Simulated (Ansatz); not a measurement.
GeSb2Te4 (model structure, started from the GeSb2Te4 type, R-3m, No. 166, 7 atoms in the cell): bulk modulus B0 by level of theory

No measured value is used here.

```tsv
level (code)	value (GPa)	cell (Å³/atom)
LDA (Ansatz)	46.0	29.13
PBEsol (Ansatz)	39.3	29.85
r²SCAN (Ansatz)	20.8	32.02
```

LDA, PBEsol, r²SCAN: the bulk modulus is −V dP/dV from two relaxed cells at ±2 % in volume. Each level is taken at its own relaxed cell. Cutoffs differ between the levels. Ansatz's density-functional and Hartree–Fock values are scalar-relativistic unless marked +SOC, with PAW data made under PBE.

A model structure was made by putting elements into a prototype or built by hand; it is no filed structure, need not be a known phase, and can be a saddle point held by its symmetry.

Ansatz is a quantum-chemistry and plane-wave program.
